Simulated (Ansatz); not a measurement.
The parent structure is Ir in the fcc (Cu type) structure (space group Fm-3m, No. 225; a = 3.844 Å).

Method: Kohn–Sham DFT with the r2SCAN functional, run in Ansatz (a program for electronic structure) with PAW and 500 eV plane waves, no SOC.

Base values:

Pressure: 0.0 GPa

Perturbation: every lattice vector is shortened by 1.01 %; the atoms relax in the strained cell.

Q: How does this affect the energy relative to the base and pressure?

A: The energy goes up by 16 meV/atom; the pressure goes from zero to 12.4 GPa.

No phonon test of stability was made. All final runs are without spin polarisation.
